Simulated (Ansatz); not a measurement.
What uniaxial stress, 5 GPa tension along z does to In2S3

The reference is In$_{2}$S$_{3}$ in the corundum structure (space group R-3c, No. 167; a = 6.574 Å, c = 17.608 Å (hexagonal axes); a cell from a computed database, its experimental status unchecked). Axes: x lies along a and z along c of the hexagonal cell.

It is then changed as follows: uniaxial stress, 5 GPa tension along z, with the cell and atoms free to relax against it.

All numbers come from PBEsol in Ansatz (plane waves to 420 eV, PAW, no SOC). Γ-centred 6×6×6 mesh, Fermi–Dirac width 0.05 eV.

```tsv
quantity	base	changed	shift
volume per atom	21.96 Å³	22.59 Å³	+0.624 Å³
space group	R-3c (No. 167)	R-3c (No. 167)	–
shortest interatomic distance	2.558 Å	2.578 Å	+0.020 Å
energy relative to the base (free energy F)	0 meV/atom	+20 meV/atom	+20 meV/atom
band gap (uncertain: the Fermi level lies in a band; the changed cell)	0.45 eV	0.11 eV	-0.34 eV
strain response (xx, yy, zz)	–	(−1.49, −1.49, +5.98) %	–
```

Cost of the whole job for the changed cell (relaxation, final SCF and bands): around 3 core-minutes (rough).

Stability under load was not tested beyond the relaxation. The zero or small gap of In2S3 under uniaxial stress, 5 GPa tension along z can change with the level of theory.

Ansatz is a first-principles code.
